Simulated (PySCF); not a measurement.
PySCF 2.14.0, WB97X/def2-svp, df: Nb(O)(Cl)(Me)2 ([CH3][Nb]([CH3])(=[O])[Cl]), 11 atoms. The geometry is a generated start, not checked to be a minimum at this level.

```
Quantity                                             Value
-------------------------  -------------------------------
task                                                energy
method                                               wb97x
basis                                             def2-svp
two-electron scheme                        density fitting
mol.max_memory                                     3000 MB
mf.max_cycle                                           100
mf.conv_tol                                1e-09 (default)
mf.grids.level                                 3 (default)
effective core potentials  those of the basis set, past Kr
basis functions                                        121
grid points                                         142488
```

```xyz
11

Nb     0.9864    -0.1520     0.1323
O      1.7629     0.7294    -1.0683
Cl     1.8192    -1.4044     1.7476
C     -0.4604    -1.3367    -1.1436
H     -1.2948    -0.7106    -1.4942
H     -0.8781    -2.1757    -0.5684
H      0.0213    -1.7487    -2.0378
C     -0.3195     1.4859     0.9900
H      0.2853     2.2913     1.4231
H     -0.9565     1.0751     1.7873
H     -0.9659     1.9464     0.2319
```

Charge 0 and multiplicity 1 are set for this test and not shown to be the ground state.

With the defaults (mf.DIIS = CDIIS, mf.diis = true, mf.diis_space = 8, mf.damp = 0, mf.diis_start_cycle = 1, mf.level_shift = 0, mf.diis_damp = 0, mf.init_guess = minao) it converges in 15 Fock builds. One run each on 2 threads, 1 BLAS thread, with these changes:
- mf.diis_space = 20
- mf.diis_space = 5
- mf.init_guess = mod_huckel
- mf.diis = false, mf.damp = 0.7, mf.diis_start_cycle = 999
- mf.diis_damp = 0.3
- mf.diis = false
- mf.diis_space = 12
- mf.level_shift = 0.3 Hartree
- mf.DIIS = EDIIS

### Question
Which of these changes keep the SCF from converging, or lead it to another solution?

### Answer
No convergence: mf.DIIS = EDIIS; mf.diis = false (the run ends without SCF convergence in 100 cycles). The rest reach the solution of the defaults.

```tsv
setting	Fock builds	end
the defaults	15	same solution
mf.diis_space = 20	15	same solution
mf.diis_space = 12	15	same solution
mf.diis_damp = 0.3	15	same solution
mf.diis_space = 5	17	same solution
mf.level_shift = 0.3 Hartree	18	same solution
mf.init_guess = mod_huckel	18	same solution
mf.diis = false, mf.damp = 0.7, mf.diis_start_cycle = 999	45	same solution
mf.DIIS = EDIIS	101	no convergence
mf.diis = false	101	no convergence
```
